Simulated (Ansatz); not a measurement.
Troubleshooting Ansatz (a quantum-chemistry and plane-wave program): a failed run on TiRh3 (Pm-3m, 4 atoms in the cell). The aim is a self-consistent single point with DFT, LDA (PW92), plane waves, default PAW files made with PBE.

This input was run:

Ansatz 0.2 input:
```yaml
crystal:
  lattice:
    - [3.822000, 0.000000, 0.000000]
    - [0.000000, 3.822000, 0.000000]
    - [0.000000, 0.000000, 3.822000]
  atoms:
    - { symbol: Ti, position: [0.000000, 0.000000, 0.000000] }
    - { symbol: Rh, position: [0.000000, 0.500000, 0.500000] }
    - { symbol: Rh, position: [0.500000, 0.000000, 0.500000] }
    - { symbol: Rh, position: [0.500000, 0.500000, 0.000000] }
kpoints:
  mp_grid:
    grid: [6, 6, 6]
hamiltonian:
  xc: lda
  pseudopotentials:
    kind: paw
scf:
  occupations:
    method: gaussian
    width: 0.1
  max_iter: 2
output:
  forces: true
  eigenvalues: true
  stress: true
```

The program printed (abridged):

```
SCF iter   1: F=—  HF=-21288.836629 eV  |F-HF|=—  |Δ(HF+E_count)|=         —  Δρ=1.99e-2  dr2=3.41e-1  ethr=1.77e-3  ⟨swp⟩=4.0  Hψ=5994  notcnv=0
all-band conjugate gradients solve this SCF's bands
preconditioner: auto → Resta (q_TF=auto, 2.784 Å⁻¹)
SCF iter   2: F=—  HF=-21288.808494 eV  |F-HF|=—  |Δ(HF+E_count)|=   2.81e-2  Δρ=9.09e-3  dr2=7.65e-2  ethr=5.41e-4  ⟨swp⟩=3.0  Hψ=3755  notcnv=0
preconditioner: auto → Kerker (q_TF=auto, 2.784 Å⁻¹)
Error: did not converge after 2 iterations: dr2 = 7.65e-2 (threshold 1.00e-7), under the density mixer `msr1`, which `scf.mixing.algorithm: auto` chose by the deck's other keys (type `scf.mixing.algorithm: msr1` to keep it); raise `scf.max_iter`, which need not help a stalled SCF, or adjust the mixing (`scf.mixing`) or, under a smearing, its width (`scf.occupations.width`, in either direction: another width is another result); this SCF holds its density and magnetisation to the symmetry operations that it keeps, and cannot end on a state that breaks one of them: if the state sought breaks one, re-run with `crystal.symmetry.detect: false`, without `crystal.symmetry.time_reversal: [...]
```

Problem. What caused this, and what should be changed?

Solution. The fault is an iteration limit that is too low. The loop is cut before its threshold is met, so whatever is printed at the end is not self-consistent. To fix it, raise the limit, or leave it to the default. The run ended unconverged after 2 iterations.

The sound input it was made from differs as follows (other fixes are possible):
```diff
-  max_iter: 2
```

With that input, the run converged in 7 iterations: free energy E − TS (on the zero of these files) -21288.8009 eV; Fermi level (on the code's own zero) 20.20 eV; pressure -10.28 GPa (DFT, LDA (PW92), plane waves, default PAW files made with PBE).

On the sound input: the starting cell comes from a database of published, mostly measured structures (it also holds non-ambient and calculated ones), without a prior relaxation at this level. Spin polarisation is off. With a pressure of about -10 GPa the cell is away from its equilibrium volume at this level. Ansatz's pressure includes its estimate of the finite-basis (Pulay) stress.
